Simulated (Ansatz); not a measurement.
**BaTiO3: pressure series**

Start from BaTiO₃ (space group P4mm, No. 99; a = 3.985 Å, c = 4.201 Å).

Cell and atoms are relaxed at each pressure.

Computed with DFT with PBE, PAW potentials and a 420 eV plane-wave cutoff in Ansatz (a first-principles code), no spin-orbit coupling.

| P (GPa) | V (Å³/atom) |
|---|---|
| -1.00 | 13.520 |
| 0.30 | 13.304 |
| 0.71 | 13.244 |
| 1.50 | 13.138 |
| 3.00 | 12.959 |
| 5.00 | 12.754 |
| 7.49 | 12.536 |
| 10.00 | 12.345 |

A third-order Birch–Murnaghan fit to these points gives V₀ = 13.35 Å³/atom, B₀ = 86 GPa and B₀′ = 10.6. At pressure 10 GPa the volume is 92.5 % of V₀.

Between the base and pressure 10 GPa the gap moves from 1.84 eV to 1.92 eV, a mean slope of 7.2 meV/GPa.

Load acts through the strain it causes; cell and atoms are relaxed under it. Whether these cells are dynamically stable was not tested. Competing high-pressure phases were not computed. The final runs are not spin-polarised.
